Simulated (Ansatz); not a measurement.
**A computed series for MoS2: pressure series**

The parent structure is MoS2 in the 2H-MoS2 type structure (space group P6_3/mmc, No. 194; layered, stacked along the Cartesian z axis).

```xyz
6
Lattice="3.1732 0.0000 0.0000 -1.5866 2.7481 0.0000 0.0000 0.0000 12.4370" Properties=species:S:1:pos:R:3 pbc="T T T"
Mo     0.0000     1.8320     3.1092
Mo     1.5866     0.9160     9.3277
S      0.0000     1.8320     7.7719
S      1.5866     0.9160     1.5534
S      1.5866     0.9160     4.6651
S      0.0000     1.8320    10.8836
```

Cell and atoms are relaxed at each pressure.

All numbers come from plane-wave PAW DFT at the r2SCAN+rVV10 level (Ansatz, a first-principles code, 500 eV), no SOC, earlier PAW set.

Problem. Only one of these has no band gap. Which?
A) pressure 45 GPa
B) pressure 1.8 GPa
C) pressure 4.2 GPa

Solution. A, pressure 45 GPa. Computed: pressure 1.8 GPa: 0.87 eV; pressure 4.2 GPa: 0.74 eV; pressure 45 GPa: zero

The mesh was chosen for an insulator and is coarse for the gapless case. Load acts through the strain it causes; cell and atoms are relaxed under it. No phonon test of stability was made. No other phases were tried under pressure. All final runs are without spin polarisation. A zero or small gap of MoS2 under pressure 45 GPa can be the functional's error rather than a property of the material.
